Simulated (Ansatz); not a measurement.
**HfO2 under a change: electrons 1.0×10^22 cm⁻³**

The parent structure is HfO2 in the fluorite structure (space group Fm-3m, No. 225; a = 5.058 Å).

It is then changed as follows: 0.324 electrons added to each cell, a density of 1.0×10^22 cm⁻³, with a uniform compensating background at fixed cell and a 300 K Fermi–Dirac width.

Level of theory: DFT with r2SCAN, PAW potentials and a 500 eV plane-wave cutoff in Ansatz (a first-principles code), spin-orbit coupling left out. k-mesh 20×20×20 (Γ-centred); smearing 0.0259 eV (Fermi–Dirac).

The gap between the host's bands is nearly the same (4.30 eV against 4.31 eV) and the gap character is still direct at X. The Fermi level relative to the doped band's edge (positive inside the band; to 0.05 eV) amounts to +0.55 eV.

Final structure:

```xyz
3
Lattice="0.0000 2.5292 2.5292 2.5292 0.0000 2.5292 2.5292 2.5292 0.0000" Properties=species:S:1:pos:R:3 pbc="T T T"
Hf     0.0000     0.0000     0.0000
O      1.2646     1.2646     1.2646
O      3.7938     3.7938     3.7938
```
Cell charge -0.32359.

Charged cell with a jellium background: band edges are those of the host's band count, energies are not comparable with the neutral cell, and many-body gap narrowing is missing. With Hf present, leaving out spin-orbit coupling can change the band edges. No phonon test of stability was made. This is not the structure that HfO2 has at room temperature and ambient pressure.
